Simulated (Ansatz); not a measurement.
Ti3Al, pressure series

The parent structure is Ti₃Al (space group P6_3/mmc, No. 194).

```xyz
8
Lattice="5.7556 0.0000 0.0000 -2.8778 4.9845 0.0000 0.0000 0.0000 4.6550" Properties=species:S:1:pos:R:3 pbc="T T T"
Ti     2.8778     3.2922     1.1637
Ti    -1.4123     4.1384     3.4912
Ti     1.4656     0.8461     1.1637
Ti     0.0000     1.6923     3.4912
Ti     4.2901     0.8461     1.1637
Ti     1.4123     4.1384     3.4912
Al     0.0000     3.3230     1.1637
Al     2.8778     1.6615     3.4912
```

Cell and atoms are relaxed at each pressure.

Calculations: Ansatz (an electronic-structure program), PBE, PAW, cutoff 420 eV, without spin-orbit coupling.

```csv
P (GPa),V (Å³/atom)
-2.00,16.999
-1.00,16.843
3.00,16.281
7.00,15.797
15.00,14.991
30.00,13.853
50.00,12.755
75.00,11.752
100.00,10.987
```

A third-order Birch–Murnaghan fit to these points gives V₀ = 16.69 Å³/atom, B₀ = 116 GPa and B₀′ = 3.5. At pressure 100 GPa the volume is 65.8 % of V₀.

Load acts through the strain it causes; cell and atoms are relaxed under it. No phonon test of stability was made. No other phases were tried under pressure. The final runs are not spin-polarised.
